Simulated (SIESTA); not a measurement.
Band structure of NbC (Fm-3m, 2 atoms in the cell).

```yaml
crystal:
  lattice:
    - [0.00000, 2.22632, 2.22632]
    - [2.22632, 0.00000, 2.22632]
    - [2.22632, 2.22632, 0.00000]
  atoms:
    - { symbol: Nb, position: [0.00000, 0.00000, 0.00000] }
    - { symbol: C, position: [0.50000, 0.50000, 0.50000] }
```

Method of the run: GGA PBE, numerical atomic orbitals DZP, PseudoDojo PBE standard norm-conserving potentials (rewritten from UPF to PSML) (SIESTA 5.4.2).

Settings: XC.functional = GGA; XC.authors = PBE; potentials = PseudoDojo PBE standard; PAO.BasisSize = DZP; PAO.EnergyShift = 0.01 Ry; MeshCutoff = 350 Ry; kgrid.MonkhorstPack = 10 10 10; OccupationFunction = MP; OccupationMPOrder = 0; ElectronicTemperature = 1160.45 K; MaxSCFIterations = 150; SCF.Mixer.Method = Pulay; SCF.Mixer.Weight = 0.2; SCF.Mixer.History = 6.

The starting cell comes from a database of computed structures (which also holds hypothetical and non-ambient phases and stackings), without a prior relaxation at this level. Its lattice was rescaled by a random factor within 2.5 % of one. Spin polarisation is off. Values carry the incompleteness of an atom-centred basis.

Levels in eV from the Fermi level, bands 5 to 10:
```json
[
 {"point": "Γ", "5": "-13.47", "6": "-1.40", "7": "-1.40", "8": "-1.40", "9": "0.05", "10": "0.05"},
 {"point": "X", "5": "-12.21", "6": "-4.30", "7": "-3.87", "8": "-1.08", "9": "-1.08", "10": "1.95"},
 {"point": "W", "5": "-11.35", "6": "-4.70", "7": "-4.46", "8": "-4.46", "9": "1.62", "10": "1.62"},
 {"point": "K", "5": "-11.45", "6": "-5.23", "7": "-4.27", "8": "-3.55", "9": "-0.25", "10": "2.44"},
 {"point": "L", "5": "-9.71", "6": "-7.67", "7": "-5.25", "8": "-5.25", "9": "2.10", "10": "2.10"},
 {"point": "U", "5": "-11.45", "6": "-5.23", "7": "-4.27", "8": "-3.55", "9": "-0.25", "10": "2.44"}
]
```

Bands cross the Fermi level along this path, so the cell is metallic at this level.

Higher empty bands are left out: an atom-centred basis made for the valence describes them poorly.
